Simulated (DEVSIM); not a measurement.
Structure: abrupt Si n-p junction, at 300 K.

```tsv
layer (left to right)	material	thickness (μm)	Nd (cm⁻³)	Na (cm⁻³)	τn (s)	τp (s)
1	Si	1.10	9.2e17	-	2.7e-6	2.7e-6
2	Si	1.00	-	2.5e14	2.7e-6	2.7e-6
```

Left contact: ohmic. Right contact: ohmic. Voltage is applied to the left contact. Recombination: SRH at mid-gap, Auger. Mobility is μmin + (μ − μmin)/(1 + (N/Nref)^α).

Constants are typed, rounded textbook-type inputs, not results; the design itself was drawn at random and stands for no fabricated device. Values at 300 K.

| parameter | Si |
|---|---|
| gap (eV) | 1.124 |
| affinity (eV) | 4.05 |
| permittivity | 11.7 |
| Nc (cm⁻³) | 2.86e19 |
| Nv (cm⁻³) | 3.1e19 |
| μn (cm²/Vs) | 1417 |
| μp (cm²/Vs) | 470 |
| μn,min | 52 |
| μp,min | 45 |
| Nref,n | 9.7e16 |
| Nref,p | 2.2e17 |
| αn | 0.68 |
| αp | 0.72 |
| Cn (cm⁶/s) | 2.8e-31 |
| Cp (cm⁶/s) | 9.9e-32 |

Simulated with DEVSIM: 1D drift-diffusion, Boltzmann statistics, complete ionisation; no tunnelling, impact ionisation, image-force lowering or self-heating.

### Question
Tabulate band edges, carrier densities and field at zero bias.

### Answer
Energies count from the Fermi level of the right contact; mesh points crowd at the junctions.

```
x (μm)   Ec (eV)  Ev (eV)  n (cm⁻³)  p (cm⁻³)  field (V/cm)
-------  -------  -------  --------  --------  ------------
0.000      0.089   -1.035    9.2e17       130           ≈ 0
0.01826    0.089   -1.035    9.2e17       130           ≈ 0
0.04979    0.089   -1.035    9.2e17       130           ≈ 0
0.1042     0.089   -1.035    9.2e17       130           ≈ 0
0.2359     0.089   -1.035    9.2e17       130           ≈ 0
0.4255     0.089   -1.035    9.2e17       130           ≈ 0
0.6874     0.089   -1.035    9.2e17       130           ≈ 0
0.9165     0.089   -1.035    9.2e17       130           ≈ 0
1.004      0.089   -1.035    9.2e17       130           ≈ 0
1.052      0.089   -1.035    9.2e17       130           ≈ 0
1.083      0.089   -1.035    9.0e17       130          1400
1.105      0.138   -0.986    1.4e17       850         34000
1.128      0.187   -0.937    2.1e16      5600         15000
1.166      0.232   -0.892    3.7e15     32000          9700
1.258      0.309   -0.815    1.9e14    630000          7800
1.390      0.407   -0.717    4.1e12     2.8e7          7200
1.600      0.550   -0.574    1.7e10     7.0e9          6400
1.820      0.681   -0.443     1.1e8    1.1e12          5500
1.979      0.764   -0.360   4300000    2.7e13          4900
2.041      0.793   -0.331   1400000    8.5e13          4700
2.074      0.809   -0.315    740000    1.6e14          4700
2.100      0.821   -0.303    460000    2.5e14          4600
```
